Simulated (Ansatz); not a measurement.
Start from MoSe₂ in the 2H-MoS2 type structure (space group P6_3/mmc, No. 194; a = 3.277 Å, c = 12.732 Å; layered, stacked along the Cartesian z axis). Axes: x lies along a and z along c of the hexagonal cell.

The values are results of PBE-D3(BJ) (Ansatz, a first-principles code), scalar-relativistic without spin-orbit coupling, not measurements.

Before the change:

- Pressure: 0.0 kbar
- Band gap: 0.74 eV
- Gap character: indirect, Γ → K–Γ (47 % along)

One thing is altered: biaxial strain −4.75 %, plane normal [001], relaxed out of plane (Cartesian); in-plane vectors clamped, the third vector and the atoms free.

**Question.** Estimate the effect on the pressure, band gap and gap character.

**Answer.** The pressure (mean of the normal stresses, compression positive) goes from zero to 84.0 kbar; the band gap shrinks by 0.04 eV (0.74 eV → 0.70 eV); the gap character becomes indirect, K → K–Γ (44 % along) (base: indirect, Γ → K–Γ (47 % along)).

Gaps are Kohn–Sham eigenvalue differences; semilocal functionals usually give less than the measured gap. Stability against distortions was not tested.
